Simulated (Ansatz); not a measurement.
Start from PbS in the rock salt structure (space group Fm-3m, No. 225; a = 5.903 Å).

The values are results of PBEsol in Ansatz (plane waves to 420 eV, PAW, without spin-orbit coupling), not measurements.

Before the change:

- Valley order: L along ⟨111⟩ 0.19 eV; a point along ⟨110⟩, about 0.7 Å⁻¹ from Γ 1.14 eV

One thing is altered: 0.0257 electrons added to each cell, a density of 5.0×10^20 cm⁻³, with a uniform compensating background at fixed cell and a 300 K Fermi–Dirac width.

Q: How does this affect the valley order?

A: The valley order (the lowest conduction-band minima on the path, energy above the VBM, named in the base's zone) goes from L along ⟨111⟩ 0.19 eV; a point along ⟨110⟩, about 0.7 Å⁻¹ from Γ 1.14 eV to L along ⟨111⟩ 0.18 eV; a point along ⟨110⟩, about 0.7 Å⁻¹ from Γ 1.13 eV.

Charged cell with a jellium background: band edges are those of the host's band count, energies are not comparable with the neutral cell, and many-body gap narrowing is missing. With Pb present, leaving out spin-orbit coupling can change the band edges. The levels and masses belong to the bands next to the band gap. No phonon test of stability was made. The base started in P3_121 and relaxed to Fm-3m at this level.

Ansatz is a program for electronic structure.
